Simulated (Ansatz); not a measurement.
The parent structure is GaN in the zinc blende structure (space group F-43m, No. 216; a = 4.4979 Å). Axes: x, y, z lie along the cube axes.

The values are results of r2SCAN (Ansatz, a quantum-chemistry and plane-wave program), without spin-orbit coupling, not measurements.

Now apply this change: the cell is compressed by 2.52 % along y with no lateral relaxation, atoms relaxed at fixed cell.

Predict the stress tensor and what it implies for the stiffness.

Stress of the strained cell less that of the base (GPa, compression positive):
```
   4.22    0.00    0.00
   0.00    7.31    0.00
   0.00    0.00    4.22
```

Then −Δσ_ii/ε with ε = -0.0252 gives secant stiffness values (nonlinear terms included at this strain): C22 ≈ 290 GPa, C12 ≈ 167 GPa and C23 ≈ 167 GPa.

As a check, the harmonic strain energy −½ V₀ Δσ:ε is 6.5 meV/atom; the computed energy rise is 6.5 meV/atom.

Stability against distortions was not tested. This is not the structure that GaN has at room temperature and ambient pressure.
